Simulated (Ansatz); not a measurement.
We consider L1₀ (CuAu-type) FePt, described by HSE06 (Ansatz, a quantum-chemistry and plane-wave program, PAW).

Numerical settings: plane-wave cutoff 500 eV, 10×10×8 k mesh (along the axes of the cell as run), Fermi–Dirac smearing 0.1 eV, spin-polarised with parallel moments, scalar-relativistic PAW data made under PBE.

Cell (relaxed with r²SCAN):

```xyz
2
Lattice="2.7340 0.0000 0.0000 0.0000 2.7340 0.0000 0.0000 0.0000 3.7242" Properties=species:S:1:pos:R:3 pbc="T T T"
Fe     0.0000     0.0000     0.0000
Pt     1.3670     1.3670     1.8621
```

Problem. Give the computed magnetic moment (largest site, within a sphere).

Solution. 
- magnetic moment (largest site, within a sphere) = 3.50 μB

Note: exact exchange on metals is sensitive to the k mesh and can open a false gap; the run warned that the count of filled bands differs between k points; cell and atoms aren't relaxed at this level (pressure 3.7 GPa).

Moments are spin moments.

Spin–orbit coupling is not included.

Computed values are for the static lattice.

It cost around 10 core-minutes (rough) of CPU time.
